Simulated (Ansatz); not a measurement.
The starting structures come from a database of crystals and need not be the phases stable at ambient conditions.

Here is the system:

```
CELL_PARAMETERS angstrom
      5.68977     0.00000    -0.19061
     -2.84488     5.70631     0.09531
      0.48430     0.00000     6.26827
ATOMIC_POSITIONS crystal
  Zn 0.48579 0.05588 0.65067
  Zn 0.42991 0.94412 0.15067
  H  0.75629 0.94301 0.40211
  H  0.81328 0.05699 0.90211
  I  0.93056 0.59800 0.86029
  I  0.33256 0.40200 0.36029
  O  0.10805 0.89907 0.74795
  O  0.20898 0.10093 0.24795
  O  0.69025 0.64329 0.02515
  O  0.04696 0.35671 0.52515
  O  0.17129 0.62471 0.06392
  O  0.54659 0.37529 0.56392
  O  0.56598 0.88689 0.41792
  O  0.67909 0.11311 0.91792
```

The cell was relaxed by PBE-D3(BJ); by r2SCAN it stands under a pressure of -2.7 GPa.

Transport runs along the normal of the first two printed cell vectors.

No gap correction and no spin-orbit coupling; mid-gap is the computed energy nearest the middle.

### Question
Estimate the band gap and the smallest decay constant κ at mid-gap that r2SCAN run with Ansatz (a quantum-chemistry and plane-wave program) returns for this system.

### Answer
Gap 3.82 eV on a 6×6×6 mesh; κ = 0.382 1/Å, at (0.000, 0.500) of the in-plane reciprocal vectors. At the zone centre the slowest state has κ = 0.50 1/Å.
